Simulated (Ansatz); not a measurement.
The reference is TiO$_{2}$ in the rutile structure (space group P4_2/mnm, No. 136).

```
CELL_PARAMETERS angstrom
      4.64353     0.00000     0.00000
      0.00000     4.64353     0.00000
      0.00000     0.00000     2.96370
ATOMIC_POSITIONS crystal
  Ti 0.00000 0.00000 0.00000
  Ti 0.50000 0.50000 0.50000
  O  0.30512 0.30512 0.00000
  O  0.80512 0.19488 0.50000
  O  0.19488 0.80512 0.50000
  O  0.69488 0.69488 0.00000
```

Cartesian axes are those of the cell as printed.

Computed with Kohn–Sham DFT with the PBE functional, run in Ansatz (an electronic-structure program) with PAW and 420 eV plane waves, no SOC, earlier PAW set.

Strains are applied to the cell and any free atomic positions relax; under biaxial strain the out-of-plane vector relaxes too.

One change was made to it. Results:

```json
[
 {"quantity": "width of the top valence band", "base": "1.56 eV", "after": "1.70 eV"},
 {"quantity": "band gap", "base": "1.86 eV", "after": "1.94 eV"},
 {"quantity": "valence-band top at Γ (three highest levels, from the VBM)", "base": "0.00, -0.42, -0.42 eV", "after": "0.00, -0.48, -0.48 eV"},
 {"quantity": "electron mass", "base": "0.58 mₑ along c, 1.2 mₑ across (at Γ)", "after": "0.52 mₑ along c, 1.1 mₑ across (at Γ)"}
]
```

Problem. What was done to the base?
(A) biaxial strain +0.63 %, plane normal [001], relaxed out of plane
(B) isotropic strain −2.43 %
(C) biaxial strain −2.05 %, plane normal [001], relaxed out of plane

Solution. B, isotropic strain −2.43 %. For comparison, the band gap in the other runs: biaxial strain +0.63 %, plane normal [001], relaxed out of plane gives 1.88 eV; biaxial strain −2.05 %, plane normal [001], relaxed out of plane gives 1.85 eV.

Effective masses come from finite differences of ±0.01 Å⁻¹. Whether these cells are dynamically stable was not tested. All final runs are without spin polarisation.
